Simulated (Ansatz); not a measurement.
Competing hops of interstitial H in beta Ga2O3, charge state +1

Defect: interstitial H in beta Ga2O3, charge state +1. Computed with PBE, PAW (plane waves to 420 eV; Ansatz, a quantum-chemistry and plane-wave program).

120-site cell at the relaxed PBE lattice, the Γ point alone, smearing 0.01 eV, spin-restricted, no finite-size correction. No zero-point or tunnelling terms. The charge state is imposed; whether it is stable for some Fermi level was not computed. Sites that were not tried may lie lower.

Barriers: single points on a 2×2×2 k-point mesh shifted by half a step at the bands' geometries.

| Route | Start site over the lowest site run (eV) | Hop (Å) | Forward barrier (eV) | Backward barrier (eV) | Neighbours at the start | Neighbours at the saddle | Saddle order | Forward, on the band's own sampling (eV) |
|---|---|---|---|---|---|---|---|---|
| one H atom jumps by itself | 0.00 | 1.73 | 0.28 | 0.28 | O at 0.98 Å | O at 1.24, O at 1.25 Å | inconclusive, on a symmetry element | 0.27 |

Paths come from climbing-image nudged elastic band runs.  A band can be held on a symmetry element, so unchecked saddle points there may be too high. A further band (one H atom jumps by itself, 1.68 Å) gave 0.27 eV forward on its own sampling, 0.27 eV above the lowest site run, but its whole barrier lies in one image, so it is not taken as a result. A further band (one H atom jumps by itself, 1.63 Å) gave 0.27 eV forward on its own sampling, 0.27 eV above the lowest site run, but its whole barrier lies in one image, so it is not taken as a result. A further band (one H atom jumps by itself, 1.78 Å) gave 0.27 eV forward on its own sampling, 0.27 eV above the lowest site run, but its whole barrier lies in one image, so it is not taken as a result.
